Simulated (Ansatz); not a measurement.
A computed series for Ag: response to strain

Base system: Ag in the fcc (Cu type) structure (space group Fm-3m, No. 225; a = 4.105 Å).

Strains are applied to the cell and any free atomic positions relax.

Calculations: r2SCAN (Ansatz, a program for electronic structure; PAW; 500 eV plane waves; without spin-orbit coupling).

```json
[
 {"isotropic strain (%)": "-0.58", "pressure (GPa)": "1.9"},
 {"isotropic strain (%)": "0", "pressure (GPa)": "0.0"},
 {"isotropic strain (%)": "0.23", "pressure (GPa)": "?"},
 {"isotropic strain (%)": "2.32", "pressure (GPa)": "-5.8"},
 {"isotropic strain (%)": "2.64", "pressure (GPa)": "-6.4"}
]
```

### Question
Fit P = P₀ − Bδ + Cδ² with δ = (1 + ε)³ − 1 to the rows shown and predict the withheld row.

### Answer
Least squares on the printed values gives P₀ = 0.0 GPa, B = 104 GPa, C = 307 GPa (largest residual 0.0 GPa); this predicts -0.7 GPa, and the run gives -0.7 GPa, in agreement.

No phonon test of stability was made.
